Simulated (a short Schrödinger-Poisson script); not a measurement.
MOS inversion layer, SiO2 on p-type Si(100)

Structure: MOS inversion layer, SiO2 on p-type Si(100), at 300 K.

| layer | material | thickness (nm) | Na (cm⁻³) |
|---|---|---|---|
| 1 | SiO2 | 1.2 | - |
| 2 | Si | 1800 | 1.2e17 |

Constants are typed, rounded textbook-type inputs, not results; the design itself was drawn at random and stands for no fabricated device. SiO2: permittivity 3.9, conduction-band edge (eV) 3.15, gap (eV) 9, electron mass (mₑ) 0.5. Si: permittivity 11.7, conduction-band edge (eV) 0, gap (eV) 1.124, Nv at 300 K (cm⁻³) 3.1e19.

Channel valleys (confinement mass, in-plane density-of-states mass, number): Δ2 0.916, 0.19, 2; Δ4 0.19, 0.417, 4. At the gate the conduction-band edge of layer 1 lies 3.52 eV − eVg above the Fermi level of the channel; the field vanishes at the back. Gaps are held at their typed values at every temperature. Mesh 0.03 nm at interfaces.

From a short Schrödinger-Poisson script (our own, NumPy): 1D Poisson equation in equilibrium, electrons quantum, Hartree (BenDaniel-Duke, 12 states a valley, the channel's in-plane mass for all, wave functions ending at the dielectric), parabolic valleys, classical holes, full ionisation, no traps, pinning or gate leakage.

```tsv
Vg (V)	electrons (cm⁻²)	C (μF/cm²)	Δ2 E0 (meV)	Δ2 E1 (meV)	Δ4 E0 (meV)	Δ4 E1 (meV)
0.1	5.75e6	0.120	374.4	410.6	407.8	467.7
0.15	3.40e7	0.116	327.7	364.9	362.0	423.5
0.2	2.03e8	0.114	280.9	319.0	316.0	379.1
0.25	1.21e9	0.116	234.0	273.0	270.0	334.5
0.3	7.17e9	0.144	187.5	227.3	224.2	290.2
0.35	3.93e10	0.295	142.8	183.7	180.5	248.0
0.4	1.62e11	0.690	105.0	147.6	144.4	213.5
0.45	4.31e11	1.11	77.9	123.2	119.9	191.1
0.5	8.17e11	1.40	59.2	107.7	104.5	177.6
0.55	1.28e12	1.58	45.3	97.4	94.1	169.1
0.6	1.79e12	1.70	34.4	89.9	86.6	163.4
0.65	2.33e12	1.79	25.3	84.2	80.9	159.3
0.7	2.90e12	1.85	17.4	79.6	76.4	156.2
0.75	3.48e12	1.91	10.4	75.8	72.6	153.8
0.8	4.08e12	1.95	4.1	72.6	69.4	151.8
0.85	4.70e12	1.99	-1.7	69.8	66.7	150.2
0.9	5.32e12	2.02	-7.1	67.4	64.2	148.8
0.95	5.96e12	2.04	-12.2	65.1	62.0	147.6
1	6.60e12	2.07	-17.0	63.1	60.0	146.6
1.05	7.24e12	2.09	-21.6	61.2	58.1	145.6
1.1	7.90e12	2.10	-26.0	59.4	56.4	144.8
```

Subbands count from the Fermi level.
